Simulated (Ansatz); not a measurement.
WS2: response to strain

Base system: WS₂ (space group P6_3/mmc, No. 194; layered, stacked along the Cartesian z axis).

```xyz
6
Lattice="3.1541 0.0000 0.0000 -1.5771 2.7316 0.0000 0.0000 0.0000 12.1408" Properties=species:S:1:pos:R:3 pbc="T T T"
W      1.5771     0.9105     9.1056
W      0.0000     1.8210     3.0352
S      1.5771     0.9105     4.6099
S      0.0000     1.8210    10.6803
S      0.0000     1.8210     7.5309
S      1.5771     0.9105     1.4605
```

Cartesian axes are those of the cell as printed.

Strains are applied to the cell and any free atomic positions relax; under biaxial strain the out-of-plane vector relaxes too.

Level of theory: plane-wave PAW DFT at the PBE-D3(BJ) level (Ansatz, an electronic-structure program, 420 eV), spin-orbit coupling left out.

Notes on the quantities. in-plane stress: mean in-plane stress (compression positive).

| case | out-of-plane strain | smallest direct gap | in-plane stress |
|---|---|---|---|
| base | – | 1.83 eV | – |
| biaxial strain +0.60 %, plane normal [001], relaxed out of plane | … | … | -1.8 GPa |
| biaxial strain +1.20 %, plane normal [001], relaxed out of plane | … | 1.67 eV | -3.5 GPa |
| biaxial strain +1.80 %, plane normal [001], relaxed out of plane | -0.57 % | … | -5.1 GPa |

Q: What belongs in the blanks?

A: 
- biaxial strain +0.60 %, plane normal [001], relaxed out of plane, out-of-plane strain: -0.20 %
- biaxial strain +0.60 %, plane normal [001], relaxed out of plane, smallest direct gap: 1.75 eV
- biaxial strain +1.20 %, plane normal [001], relaxed out of plane, out-of-plane strain: -0.39 %
- biaxial strain +1.80 %, plane normal [001], relaxed out of plane, smallest direct gap: 1.60 eV

With W present, leaving out spin-orbit coupling can change the band edges. Whether these cells are dynamically stable was not tested.
